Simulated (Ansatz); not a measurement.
Start from HgS (space group P3_221, No. 154; a = 4.465 Å, c = 9.758 Å; made of chains). Axes: x lies along a and z along c of the hexagonal cell.

One thing is altered: biaxial strain +1.21 %, plane normal [001], relaxed out of plane (Cartesian); in-plane vectors clamped, the third vector and the atoms free.

Method: PBE (Ansatz, a program for electronic structure; PAW; 420 eV plane waves; no SOC).

Base, band edges from the VBM (valence, conduction): K -0.56, 2.97; H -0.53, 3.18; M -0.36, 2.37; L -0.41, 2.47; A -0.01, 2.59; Γ -0.04, 1.83 eV.

Problem. Give the band edges at the high-symmetry points of the new zone, measured from its valence-band maximum.

Solution. 
```csv
point,valence edge (eV),conduction edge (eV)
Γ,-0.04,1.89
M,-0.33,2.48
K,-0.52,3.05
A,-0.01,2.64
L,-0.38,2.55
H,-0.51,3.28
```

The gap is 1.89 eV, indirect, Γ–A (67 % along) → Γ.

With Hg present, leaving out spin-orbit coupling can change the band edges. Whether these cells are dynamically stable was not tested. No dispersion term is included, though the crystal is made of layers, chains or molecules, so its spacings can come out too wide.
